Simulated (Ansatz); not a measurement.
We consider CsCl-type RuAl, described by LDA in Ansatz (plane waves, PAW).

Run with plane-wave cutoff 520 eV, 16×16×16 k mesh, Fermi–Dirac smearing 0.1 eV, perturbation theory, no spin polarisation, scalar-relativistic PAW data made under PBE.

Computed at the level's own relaxed cell.

Q: What does this level give for the zone-centre TO phonon frequency?

A: 
- zone-centre TO phonon frequency = 325 cm⁻¹

It cost roughly 2.5 core-minutes of CPU time.

Ansatz is a program for electronic structure.
